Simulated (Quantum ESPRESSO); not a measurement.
Quantum ESPRESSO run on Au (Fm-3m, 1 atom in the cell): self-consistent single point.

Computed with PBE, GBRV 1.5 ultrasoft (PBE) pseudopotentials (plane waves; Quantum ESPRESSO 7.5).

```xyz
1
Lattice="-2.0796 0.0000 2.0796 0.0000 2.0796 2.0796 -2.0796 2.0796 0.0000" Properties=species:S:1:pos:R:3 pbc="T T T"
Au     0.0000     0.0000     0.0000
```

Reference input (self-consistent single point, DFT, PBE, plane waves, GBRV 1.5 ultrasoft (PBE) pseudopotentials): ecutwfc = 40 Ry; ecutrho = 320 Ry; occupations = smearing; smearing = cold; degauss = 0.0073499 Ry; potentials = {Au: au_pbe_v1.uspp.F.UPF}; K_POINTS = automatic 14 14 14 0 0 0; conv_thr = 1e-09 Ry; mixing_beta = 0.7. This run's input differs from it in these lines:

```diff
@@ -28,3 +28,3 @@
 K_POINTS {automatic}
-14 14 14  0 0 0
+8 8 8  0 0 0
```

Log, with long lists cut:

```
     Self-consistent Calculation

     iteration #  1     ecut=    40.00 Ry     beta= 0.70

     Threshold (ethr) on eigenvalues was too large:
     Diagonalizing with lowered threshold

     total energy              =    -114.96177358 Ry
     estimated scf accuracy    <       0.06177045 Ry

     iteration #  2     ecut=    40.00 Ry     beta= 0.70

     total energy              =    -114.97929666 Ry
     estimated scf accuracy    <       0.03079117 Ry

     iteration #  3     ecut=    40.00 Ry     beta= 0.70

     total energy              =    -114.98561200 Ry
     estimated scf accuracy    <       0.00008310 Ry

   [... 3 blocks of this kind left out ...]

     iteration #  7     ecut=    40.00 Ry     beta= 0.70

     total energy              =    -114.98569460 Ry
     estimated scf accuracy    <          6.2E-09 Ry

     iteration #  8     ecut=    40.00 Ry     beta= 0.70
     End of self-consistent calculation

     the Fermi energy is    14.3147 ev

!    total energy              =    -114.98569460 Ry
     estimated scf accuracy    <          3.5E-11 Ry
     smearing contrib. (-TS)   =      -0.00001969 Ry
     internal energy E=F+TS    =    -114.98567491 Ry

     convergence has been achieved in   8 iterations

     Forces acting on atoms (cartesian axes, Ry/au):

     atom    1 type  1   force =     0.00000000    0.00000000    0.00000000

     Total force =     0.000000     Total SCF correction =     0.000000

          total   stress  (Ry/bohr**3)                   (kbar)     P=        2.43
   0.00001652  -0.00000000  -0.00000000            2.43       -0.00       -0.00
  -0.00000000   0.00001652   0.00000000           -0.00        2.43        0.00
  -0.00000000   0.00000000   0.00001652           -0.00        0.00        2.43

   JOB DONE.
```

The run converged in 8 iterations. Against the reference run the free energy goes up by 32.1 meV/atom and the pressure goes from -0.57 to 0.24 GPa.

The starting cell comes from a database of computed structures (which also holds hypothetical and non-ambient phases and stackings), without a prior relaxation at this level. Its lattice was rescaled by a random factor within 2.5 % of one.
